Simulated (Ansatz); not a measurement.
Band gap of AgI (model structure, started from the NiAs type, P6₃/mmc, No. 194, 4 atoms in the cell) at several levels of theory

No measured value is used here.

```csv
level (code),value (eV)
LDA (Ansatz),0.54
PBE+SOC (Ansatz),0.78 (direct)
PBEsol+SOC (Ansatz),0.64 (direct)
HSE06+SOC (Ansatz),(withheld)
PBE0 (Ansatz),2.58
```

**Question.** Complete the blanks.

**Answer.** 
- HSE06+SOC (Ansatz, a program for electronic structure), value (eV): 1.90

Computed values are for a static lattice. Levels without +SOC have no spin–orbit coupling; where heavier elements are present it shifts gaps, mostly down, and can invert bands.  Values are at the PBEsol cell. Cutoffs and k meshes differ between the levels. Ansatz's density-functional and Hartree–Fock values are scalar-relativistic unless marked +SOC, with PAW data made under PBE.

A model structure was made by putting elements into a prototype or built by hand; it is no filed structure, need not be a known phase, and can be a saddle point held by its symmetry.
